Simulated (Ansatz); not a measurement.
The reference is ZnGeP2 in the chalcopyrite structure (space group I-42d, No. 122; a = 5.4999 Å, c = 10.8447 Å). Axes: x, y, z lie along a, b, c of the conventional cell.

Method: PBE in Ansatz (plane waves to 420 eV, PAW, spin-orbit coupling left out).

For the base:

- Shortest interatomic distance: 2.360 Å

It is then changed as follows: biaxial strain +0.75 %, plane normal [001], relaxed out of plane (Cartesian); in-plane vectors clamped, the third vector and the atoms free.

Question: Predict the new out-of-plane strain.

Answer: The out-of-plane strain is -0.66 %.

Question: Predict the new shortest interatomic distance.

Answer: The shortest interatomic distance rises by 0.005 Å, from 2.360 Å to 2.365 Å.

Question: What does the calculation give for the in-plane stress after the change?

Answer: The mean in-plane stress (compression positive) is -0.9 GPa.

No phonon test of stability was made.

Ansatz is an electronic-structure program.
